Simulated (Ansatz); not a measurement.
# ZrO2 under a change: isotropic strain −1.14 %

The reference is ZrO$_{2}$ (space group P4_2/nmc, No. 137; a = 3.6208 Å, c = 5.2843 Å).

Perturbation: the cell is scaled by 0.9886 in all directions; the atoms relax in the strained cell.

Computed with Kohn–Sham DFT with the PBE functional, run in Ansatz (a first-principles code) with PAW and 420 eV plane waves, scalar-relativistic without spin-orbit coupling, earlier PAW set. Γ-centred 9×9×6 mesh, Fermi–Dirac width 0.05 eV.

| quantity | base | changed | shift |
|---|---|---|---|
| volume per atom | 11.55 Å³ | 11.16 Å³ | -0.39 Å³ |
| space group | P4_2/nmc (No. 137) | P4_2/nmc (No. 137) | – |
| shortest interatomic distance | 2.077 Å | 2.071 Å | -0.006 Å |
| energy relative to the base (free energy F) | 0 meV/atom | +7.6 meV/atom | +7.6 meV/atom |
| pressure (mean of the normal stresses, compression positive) | 0.00 GPa | 6.45 GPa | +6.45 GPa |
| band gap | 4.04 eV | 4.12 eV | +0.08 eV |
| gap character | indirect, k = (0.222, 0.222, 0) in the run's primitive reciprocal basis → Γ | indirect, Z → Γ | – |
| smallest direct gap | 4.14 eV | 4.20 eV | +0.06 eV |
| width of the top valence band | 0.87 eV | 0.89 eV | +0.02 eV |
| electron mass | 2.3 mₑ along c, 0.61 mₑ across (at Γ) | 2.2 mₑ along c, 0.61 mₑ across (at Γ) | – |
| largest internal atomic displacement | – | 0.035 Å | – |

Final structure:

```
ZrO2
1.0
    3.57954     0.00000     0.00000
    0.00000     3.57954     0.00000
    0.00000     0.00000     5.22401
Zr O
2 4
Direct
  0.00000   0.00000   0.00000
  0.50000   0.50000   0.50000
  0.00000   0.50000   0.19929
  0.00000   0.50000   0.69929
  0.50000   0.00000   0.30071
  0.50000   0.00000   0.80071
```

Effective masses come from finite differences of ±0.01 Å⁻¹. Whether these cells are dynamically stable was not tested. This is not the structure that ZrO2 has at room temperature and ambient pressure.
